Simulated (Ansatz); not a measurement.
Take AlN in the zinc blende structure (space group F-43m, No. 216; a = 4.3698 Å) as the base. Axes: x, y, z lie along the cube axes.

Computed with r2SCAN (Ansatz, a first-principles code), no spin-orbit coupling.

Perturbation: tensor shear ε_xy = +1.71 % (engineering shear γ = 0.0342), atoms relaxed at fixed cell.

**Question.** Predict the stress tensor and what it implies for the stiffness.

**Answer.** Stress of the strained cell less that of the base (GPa, compression positive):
```
   0.17   -6.73    0.00
  -6.73    0.17    0.00
   0.00    0.00   -0.07
```

Then −Δσ/γ with γ = 2ε = 0.0342 gives secant stiffness values (nonlinear terms included at this strain): C66 ≈ 197 GPa.

As a check, the harmonic strain energy −½ V₀ Δσ:ε is 7.5 meV/atom; the computed energy rise is 7.5 meV/atom.

No phonon test of stability was made. This is not the structure that AlN has at room temperature and ambient pressure.
